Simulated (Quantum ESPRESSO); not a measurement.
Input and output of a self-consistent single point for Zn3CdSe4 (Amm2, 8 atoms in the cell) (Quantum ESPRESSO).

Method of the run: PBEsol, GBRV 1.5 ultrasoft (PBESOL) pseudopotentials (plane waves; Quantum ESPRESSO).

```xyz
8
Lattice="4.1395 0.0000 0.0000 0.0000 4.1436 5.8637 0.0000 -4.1436 5.8637" Properties=species:S:1:pos:R:3 pbc="T T T"
Zn     0.0000     0.0000    11.7252
Zn     2.0698     2.0653     8.7940
Zn     2.0698    -2.0653     8.7940
Cd     0.0000     0.0000     5.8770
Se     2.0698     0.0000     4.2598
Se     0.0000    -2.1614     7.3957
Se     0.0000     2.1614     7.3957
Se     2.0698     0.0000    10.2587
```

Reference input (self-consistent single point, DFT, PBEsol, plane waves, GBRV 1.5 ultrasoft (PBESOL) pseudopotentials): ecutwfc = 50 Ry; ecutrho = 250 Ry; occupations = smearing; smearing = gaussian; degauss = 0.00147 Ry; potentials = {Zn: zn_pbesol_v1.uspp.F.UPF, Cd: cd_pbesol_v1.uspp.F.UPF, Se: se_pbesol_v1.uspp.F.UPF}; K_POINTS = automatic 5 3 3 0 0 0; conv_thr = 1e-11 Ry. This run's input differs from it in these lines:

```diff
@@ -36,3 +36,3 @@
 K_POINTS {automatic}
-5 3 3  0 0 0
+11 7 7  0 0 0
 CELL_PARAMETERS {alat}
```

Output (repeated stretches shortened):

```
     Self-consistent Calculation

     iteration #  1     ecut=    50.00 Ry     beta= 0.70

     negative rho (up, down):  2.123E-02 0.000E+00

     total energy              =   -1671.10312750 Ry
     estimated scf accuracy    <       1.14183037 Ry

     iteration #  2     ecut=    50.00 Ry     beta= 0.70

     negative rho (up, down):  2.094E-02 0.000E+00

     total energy              =   -1671.42369149 Ry
     estimated scf accuracy    <       2.08707908 Ry

     iteration #  3     ecut=    50.00 Ry     beta= 0.70

     negative rho (up, down):  2.105E-02 0.000E+00

     total energy              =   -1671.77862237 Ry
     estimated scf accuracy    <       0.01998057 Ry

   [... 9 blocks of this kind left out ...]

     iteration # 13     ecut=    50.00 Ry     beta= 0.70

     negative rho (up, down):  2.111E-02 0.000E+00

     total energy              =   -1671.78724069 Ry
     estimated scf accuracy    <          1.7E-11 Ry

     iteration # 14     ecut=    50.00 Ry     beta= 0.70

     negative rho (up, down):  2.111E-02 0.000E+00
     End of self-consistent calculation

     the Fermi energy is     5.6987 ev

!    total energy              =   -1671.78724069 Ry
     estimated scf accuracy    <          1.4E-12 Ry
     smearing contrib. (-TS)   =      -0.00000000 Ry
     internal energy E=F+TS    =   -1671.78724069 Ry

     convergence has been achieved in  14 iterations

     negative rho (up, down):  2.111E-02 0.000E+00

     Forces acting on atoms (cartesian axes, Ry/au):

     atom    1 type  1   force =     0.00000000    0.00000000    0.00001845
     atom    2 type  1   force =     0.00000000   -0.00014297    0.00001040
     atom    3 type  1   force =     0.00000000    0.00014297    0.00001040
     atom    4 type  2   force =     0.00000000    0.00000000    0.00042923
     atom    5 type  3   force =     0.00000000    0.00000000    0.00015319
   [... lines left out ...]
     Total force =     0.000631     Total SCF correction =     0.000004
   [... lines left out ...]

     negative rho (up, down):  2.111E-02 0.000E+00
          total   stress  (Ry/bohr**3)                   (kbar)     P=      -32.47
  -0.00022437   0.00000000   0.00000000          -33.01        0.00        0.00
   0.00000000  -0.00021995   0.00000000            0.00      -32.36        0.00
   0.00000000   0.00000000  -0.00021793            0.00        0.00      -32.06

   JOB DONE.
```

The run converged in 14 iterations. Against the reference run the free energy goes down by 3.2 meV/atom, the pressure hardly changes (-3.24 to -3.25 GPa), the largest force moves little (0.014 to 0.011 eV/Å) and the gap on the mesh hardly changes (0.694 to 0.697 eV). The full log also holds: “c_bands:  1 eigenvalues not converged”.

The starting cell comes from a database of computed structures (which also holds hypothetical and non-ambient phases and stackings), without a prior relaxation at this level. With a pressure of about -3 GPa the cell is away from its equilibrium volume at this level.

Cost on one core of a shared machine: roughly 20 min.
